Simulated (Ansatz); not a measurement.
**ZnCu: biaxial strain +0.42 %, plane normal [111], relaxed out of plane**

The parent structure is ZnCu in the CsCl type structure (space group Pm-3m, No. 221; a = 2.908 Å; relaxed with 0.1 eV smearing). Axes: x, y, z lie along the cube axes.

Now apply this change: tensile biaxial strain of 0.42 % in the plane normal to [111], as in epitaxy on a mismatched substrate; the out-of-plane cell vector and the atoms relax.

All numbers come from PBEsol/PAW in Ansatz (a quantum-chemistry and plane-wave program), without spin-orbit coupling. k-mesh 20×20×20 (Γ-centred); smearing 0.1 eV (Fermi–Dirac).

| quantity | base | changed | shift |
|---|---|---|---|
| volume per atom | 12.30 Å³ | 12.38 Å³ | +0.08 Å³ |
| shortest interatomic distance | 2.519 Å | 2.514 Å | -0.005 Å |
| energy relative to the base (free energy F) | 0 meV/atom | +0.4 meV/atom | +0.4 meV/atom |
| pressure (mean of the normal stresses, compression positive) | 0.0 GPa | -0.8 GPa | -0.8 GPa |
| band gap | zero | zero | – |
| out-of-plane strain | – | -0.21 % | – |
| mean in-plane stress (compression positive) | – | -1.3 GPa | – |

Cost of the whole job for the changed cell (relaxation, final SCF and bands): about 23 core-seconds (a rough figure).

Whether these cells are dynamically stable was not tested. The final runs are not spin-polarised.
